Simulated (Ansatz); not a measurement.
**Hypothetical fluorite PdCl2: response to strain**

The parent structure is PdCl2 in the fluorite structure (space group Fm-3m, No. 225; a = 6.3211 Å; ferromagnetic; a hypothetical phase, not in the database extracts checked; relaxed with 0.1 eV smearing). Axes: x, y, z lie along the cube axes.

Strains are applied to the cell and any free atomic positions relax; under biaxial strain the out-of-plane vector relaxes too.

Level of theory: PBE/PAW in Ansatz (a program for electronic structure), no spin-orbit coupling.

Candidates:
(a) uniaxial strain ε_zz = −3.02 %
(b) biaxial strain −2.42 %, plane normal [001], relaxed out of plane
(c) isotropic strain +3.02 %

Notes on the quantities. energy relative to the base: free energy F.

Question: Order them by energy relative to the base, lowest first.

Answer: (a) uniaxial strain ε_zz = −3.02 % (+7.3 meV/atom), (b) biaxial strain −2.42 %, plane normal [001], relaxed out of plane (+10 meV/atom), (c) isotropic strain +3.02 % (+26 meV/atom)

Other magnetic orders, which the real material may have, were not ruled out. Whether these cells are dynamically stable was not tested. No Hubbard U is applied, and correlation can decide whether such a compound is a metal.
